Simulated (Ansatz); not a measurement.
## SiC under load (space group F-43m): band-edge transport data

```xyz
2
Lattice="0.0000 2.2148 2.2148 2.2148 0.0000 2.2148 2.2148 2.2148 0.0000" Properties=species:S:1:pos:R:3 pbc="T T T"
Si     0.0000     0.0000     0.0000
C      1.1074     1.1074     1.1074
```

Level of theory: r2SCAN with spin-orbit coupling, rigid bands (plane waves, PAW; Ansatz, a program for electronic structure). Condition of this run: hydrostatic pressure of -10 GPa (compression positive) (the target of the relaxation). Geometry: cell and atoms relaxed with PBEsol, then loaded as said.

```json
{
 "band_gap": "1.74 eV",
 "electron conductivity mass (300 K, dilute)": "0.30 mₑ",
 "hole conductivity mass (300 K, dilute)": "0.67 mₑ",
 "effective density of states N_c (300 K)": "1.5e19 cm⁻³",
 "effective density of states N_v (300 K)": "1.2e20 cm⁻³",
 "density_of_states_mass_electrons": "0.70 mₑ",
 "density_of_states_mass_holes": "2.9 mₑ",
 "Seebeck coefficient, n-type 1e19 cm⁻³, 300 K": "-250 μV/K",
 "best n-type power factor at 300 K for τ = 10 fs (best axis; densities from 1e16 to 1e21 cm⁻³ tried, whether or not they can be reached)": "7.6 μW/(cm·K²) at 3e19 cm⁻³",
 "Seebeck coefficient, p-type 1e19 cm⁻³, 300 K": "432 μV/K",
 "best p-type power factor at 300 K for τ = 10 fs (best axis; densities from 1e16 to 1e21 cm⁻³ tried, whether or not they can be reached)": "29 μW/(cm·K²) at 3e20 cm⁻³"
}
```

Rigid bands; masses and Seebeck coefficients take one relaxation time τ for all states and one kind of carrier; polarons and phonon drag are left out. Geometry: cell and atoms relaxed with PBEsol.
